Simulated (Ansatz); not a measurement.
Base system: AlNi$_{3}$ in the Cu3Au type structure (space group Pm-3m, No. 221; a = 3.567 Å; weakly magnetic (sensitive to the mesh)).

(Cell as relaxed with PBE.)

Levels (all Ansatz, a first-principles code, PAW): PBE (420 eV, no SOC); r2SCAN (500 eV, spin-orbit coupling left out).

Each level relaxes its own structure.

```tsv
base	PBE	r2SCAN
volume per atom	11.34 Å³	10.96 Å³
lattice parameter a	356.7 pm	352.6 pm
band gap	zero	zero
largest site moment	0.27 μB	0.36 μB
```

Now apply this change: cell and atoms relaxed at a pressure of 15 GPa.

| quantity | PBE | r2SCAN |
|---|---|---|
| band gap | zero | zero |
| lattice parameter a | 348.4 pm | 345.2 pm |

PBE's lattice parameter a lies 3.26 pm above r2SCAN's (0.9 %); the two agree on the band gap. Neither level is exact; r2SCAN is the comparison here, not a measurement.

Other magnetic orders, which the real material may have, were not ruled out. Load acts through the strain it causes; cell and atoms are relaxed under it. Stability against distortions was not tested. No other phases were tried under pressure.
